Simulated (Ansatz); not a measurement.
A self-consistent single point of K₂NaGaI₆ (Fm-3m, 10 atoms in the cell) with Ansatz (a first-principles code).

Computed with PBE (plane waves, PAW; Ansatz).

The change in words: lattice scaled by 1.03; basis.ecutwfc: 30.9 Ry → 18.4 Ry. Reference geometry:
```
K2NaGaI6
1.0
    0.00000     5.67078     5.67078
    5.67078     0.00000     5.67078
    5.67078     5.67078     0.00000
K Na Ga I
2 1 1 6
Direct
  0.25000   0.25000   0.25000
  0.75000   0.75000   0.75000
  0.50000   0.50000   0.50000
  0.00000   0.00000   0.00000
  0.74910   0.25090   0.25090
  0.25090   0.74910   0.74910
  0.25090   0.74910   0.25090
  0.74910   0.25090   0.74910
  0.25090   0.25090   0.74910
  0.74910   0.74910   0.25090
```

Reference input (self-consistent single point, DFT, PBE, plane waves, default PAW files): basis.ecutwfc = 30.9 Ry; kpoints.mp_grid.grid = 5 5 5; hamiltonian.xc = pbe; hamiltonian.pseudopotentials = {kind: paw} (the program's default PAW files); scf.occupations.method = fermi_dirac; scf.occupations.width = 0.01 Ry. This run's input differs from it in these lines:

Ansatz 0.2 input:
```diff
@@ -2,5 +2,5 @@
   lattice:
-    - [0.000000, 5.670779, 5.670779]
-    - [5.670779, 0.000000, 5.670779]
-    - [5.670779, 5.670779, 0.000000]
+    - [0.000000, 5.840902, 5.840902]
+    - [5.840902, 0.000000, 5.840902]
+    - [5.840902, 5.840902, 0.000000]
   atoms:
@@ -17,3 +17,3 @@
 basis:
-  ecutwfc: 30.9 Ry
+  ecutwfc: 18.4 Ry
 kpoints:
```

Output (repeated stretches shortened):

```
SCF iter   1: F=—  HF=-53423.944035 eV  |F-HF|=—  |Δ(HF+E_count)|=         —  Δρ=7.58e-3  dr2=8.03e-2  ethr=1.77e-3  ⟨swp⟩=7.6  Hψ=4072  notcnv=0  defer=35
all-band conjugate gradients solve this SCF's bands
preconditioner: auto → none
SCF iter   2: F=—  HF=-53423.702482 eV  |F-HF|=—  |Δ(HF+E_count)|=   2.42e-1  Δρ=4.38e-3  dr2=3.92e-2  ethr=5.65e-5  ⟨swp⟩=2.0  Hψ=1790  notcnv=0  defer=37
   [... lines left out ...]
SCF iter   5: F=—  HF=-53423.694795 eV  |F-HF|=—  |Δ(HF+E_count)|=   3.45e-3  Δρ=2.65e-4  dr2=5.81e-4  ethr=1.24e-5  ⟨swp⟩=2.0  Hψ=982  notcnv=0  defer=40
SCF iter   6: F=—  HF=-53423.694756 eV  |F-HF|=—  |Δ(HF+E_count)|=   3.86e-5  Δρ=8.02e-5  dr2=2.21e-5  ethr=4.09e-7  ⟨swp⟩=2.0  Hψ=972  notcnv=0  defer=40
SCF iter   7: F=—  HF=-53423.694928 eV  |F-HF|=—  |Δ(HF+E_count)|=   1.72e-4  Δρ=1.35e-5  dr2=9.17e-7  ethr=1.56e-8  ⟨swp⟩=2.1  Hψ=1498  notcnv=0  defer=40
SCF iter   8: F=-53423.694929 eV  HF=-53423.694929 eV  |F-HF|=1.32e-9  |Δ(HF+E_count)|=   3.16e-7  Δρ=2.24e-6  dr2=1.49e-8  ethr=7.04e-11  ⟨swp⟩=15.5  Hψ=5556  notcnv=0
SCF 1 converged in 8 iterations: F = -53423.694929 eV  dr2 = 1.49e-8
Free energy (F): -53423.694929 eV
Internal energy: -53423.564401 eV  (E = F + TS)
E sigma→0 (E₀):  -53423.629665 eV
Entropy (-TS):   -0.130527 eV (-13.053 meV/atom)
Fermi energy:    4.058576 eV
--- Forces (eV/Å), atoms counted from 1 ---
  atom   1  K     -0.00000000    -0.00000000    -0.00000000
  atom   2  K     -0.00000000     0.00000000    -0.00000000
  atom   3  Na     0.00000000     0.00000000     0.00000000
  atom   4  Ga     0.00000000    -0.00000000    -0.00000000
  atom   5  I     -0.89816865     0.00000000     0.00000000
  atom   6  I      0.89816865    -0.00000000    -0.00000000
  atom   7  I     -0.00000000    -0.89816865     0.00000000
  atom   8  I      0.00000000     0.89816865     0.00000000
  atom   9  I      0.00000000     0.00000000    -0.89816865
  atom  10  I     -0.00000000     0.00000000     0.89816865
--- Stress (GPa, compression-positive) ---
        0.465422      -0.000000       0.000000
       -0.000000       0.465422      -0.000000
        0.000000      -0.000000       0.465422
  P = ⅓ Tr σ = 0.4654 GPa (4.654 kbar)
  The stress holds the Pulay correction. Without it, at fixed plane waves, as pw.x and ABINIT print it: P = -22.7569 GPa
```

The run converged in 8 iterations. Against the reference run the free energy rises by 728 meV/atom, the pressure goes from 2.33 to 0.47 GPa and the largest force goes from 0.996 to 0.898 eV/Å.

The starting cell was generated: these elements placed on a structure prototype, without a prior relaxation; it need not be a known phase or ordering of this composition. For this run, on top of that: lattice scaled by 1.03. Ansatz's pressure includes its estimate of the finite-basis (Pulay) stress. Without the estimate this run gives -22.76 GPa. The cutoff lies below the one recommended for these files. The run gives no clean gap (levels at the Fermi energy touch, overlap or are partly filled at this smearing), which alone does not show that the compound is a metal.
